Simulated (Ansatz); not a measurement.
Al2NiO4 (Imma, No. 74, 14 atoms in the cell; start mp-37614) was calculated with PBEsol (plane waves, PAW; Ansatz, a first-principles code).

Run with plane-wave cutoff 500 eV, 10×10×10 k mesh, gaussian smearing 0.02 eV, spin-polarised start, scalar-relativistic PAW data made under PBE.

Cell (relaxed at this level):

```xyz
14
Lattice="-2.8060 2.8664 4.0297 2.8060 -2.8664 4.0297 2.8060 2.8664 -4.0297" Properties=species:S:1:pos:R:3 pbc="T T T"
Al     0.0000     1.4332     1.0635
Al     2.8060     1.4332     2.9663
Al     2.8060     0.0000     0.0000
Al     0.0000     0.0000     4.0297
Ni     1.4030     1.4332    -2.0149
Ni     1.4030    -1.4332     2.0149
O      0.0000     2.8574     2.1414
O      2.8060     0.0090     1.8883
O      0.0000     0.0090     2.1414
O      2.8060     2.8574     1.8883
O      4.1210     1.4332     0.0249
O     -1.3150     1.4332     4.0048
O      1.4910     1.4332     0.0249
O      1.3150     1.4332     4.0048
```

Task: Predict the band gap.

Result: 
- band gap = 0.95 eV (on the SCF k mesh)

Note: the magnetic order was assumed, not searched for or taken from measurement; a magnet's gap depends somewhat on the PAW data; the relaxation could not lower the start's symmetry, so the cell can be a saddle point above a distorted one.

A start named mp-… is a Materials Project structure, which need not be a measured phase.
